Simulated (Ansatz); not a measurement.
Input and output of a relaxation of the atoms for TaBe₂ (R3m, 6 atoms in the cell) (Ansatz, an electronic-structure program).

Method of the run: LDA (PW92), default PAW files made with PBE (plane waves; Ansatz).

The change in words: one atom moved by 0.15 angstrom; relax: default → atoms; relax.f_tol: default → 0.2 eV/Å. Reference geometry:
```yaml
crystal:
  lattice:
    - [0.00000, 3.24610, 3.24610]
    - [3.24610, 0.00000, 3.24610]
    - [3.24610, 3.24610, 0.00000]
  atoms:
    - { symbol: Ta, position: [0.75000, 0.75000, 0.75000] }
    - { symbol: Ta, position: [0.50000, 0.50000, 0.50000] }
    - { symbol: Be, position: [0.12500, 0.62500, 0.12500] }
    - { symbol: Be, position: [0.12500, 0.12500, 0.12500] }
    - { symbol: Be, position: [0.62500, 0.12500, 0.12500] }
    - { symbol: Be, position: [0.12500, 0.12500, 0.62500] }
```

Reference input (self-consistent single point, DFT, LDA (PW92), plane waves, default PAW files made with PBE): basis.ecutwfc = 30.9 Ry; kpoints.mp_grid.grid = 9 9 9; hamiltonian.xc = lda; hamiltonian.pseudopotentials = {kind: paw} (the program's default PAW files); scf.occupations.method = fermi_dirac; scf.occupations.width = 0.0073 Ry. This run's input differs from it in these lines:

```diff
@@ -7,3 +7,3 @@
   atoms:
-    - { symbol: Ta, position_ang: [4.869146, 4.869146, 4.869146] }
+    - { symbol: Ta, position_ang: [4.955745, 4.955745, 4.955745] }
     - { symbol: Ta, position_ang: [3.246097, 3.246097, 3.246097] }
@@ -22,2 +22,4 @@
   occupations: { method: fermi_dirac, width: 0.0073 Ry }
+relax:
+  f_tol: 0.2
 output:
```

Output (repeated stretches shortened):

```
   [... SCF lines of the steps left out ...]
relax step   1: F+E_penalty+E_count = -19719.06205507 eV  Δ(F+E_penalty+E_count) = +0.000e0 eV  max|allowed force component| = 1.028e0 eV/Å  Δτ_max = 0.0000 Å  (6 SCF iters, dr2 threshold 1.00e-4 eV, accepted)
relax step   2: F+E_penalty+E_count = -19719.13381045 eV  Δ(F+E_penalty+E_count) = -7.176e-2 eV  max|allowed force component| = 6.658e-1 eV/Å  Δτ_max = 0.1951 Å  (6 SCF iters, dr2 threshold 6.61e-5 eV, accepted)
relax step   3: F+E_penalty+E_count = -19719.19447353 eV  Δ(F+E_penalty+E_count) = -6.066e-2 eV  max|allowed force component| = 4.051e-2 eV/Å  Δτ_max = 0.0688 Å  (6 SCF iters, accepted)
the relaxation is at rest under the 6 symmetry operations that the run kept from its start: a minimum is not shown …
Free energy (F): -19719.194474 eV
Internal energy: -19719.063481 eV  (E = F + TS)
E sigma→0 (E₀):  -19719.128977 eV
Entropy (-TS):   -0.130993 eV (-21.832 meV/atom)
Fermi energy:    12.655027 eV
--- Forces (eV/Å), atoms counted from 1 ---
  atom   1  Ta     0.01794628     0.01794628     0.01794628
  atom   2  Ta    -0.04050950    -0.04050950    -0.04050950
  atom   3  Be     0.00265445     0.03681176     0.00265445
  atom   4  Be    -0.01955485    -0.01955485    -0.01955485
  atom   5  Be     0.03681176     0.00265445     0.00265445
   [... lines left out ...]
    - { symbol: Be, position: [0.1266257441665925, 0.6277422902852876, 0.12662574416659245] }
    - { symbol: Be, position: [0.12759282424339127, 0.12759282424339127, 0.12759282424339127] }
    - { symbol: Be, position: [0.6277422902852876, 0.1266257441665925, 0.12662574416659245] }
    - { symbol: Be, position: [0.1266257441665925, 0.1266257441665925, 0.6277422902852878] }
```

The run converged.  The full log also holds: “iter 4 did not close the SCF: its close was put off for the readings that it lacked (scf_convergence_deferred on its scf_iter line)”. The full log also holds: “iter 5 did not close the SCF: its close was put off for the readings that it lacked (scf_convergence_deferred on its scf_iter line)”.

Summary of the result:
- Free energy E − TS (on the zero of these files) = -19719.1945 eV
- Fermi level (on the code's own zero) = 12.66 eV
- Pressure = -6.27 GPa
- Largest force (vector length) = 0.070 eV/Å
- Relaxation steps = 3

The starting cell comes from a database of computed structures (which also holds hypothetical and non-ambient phases and stackings), without a prior relaxation at this level. Its lattice was rescaled by up to half a per cent. For this run, on top of that: one atom moved by 0.15 angstrom. Spin polarisation is off. The relaxation keeps the symmetry of its start, so its end need not be a minimum. Ansatz's pressure includes its estimate of the finite-basis (Pulay) stress.

Cost on one core of a shared machine: roughly 40 s.

Keys are those of Ansatz 0.2.
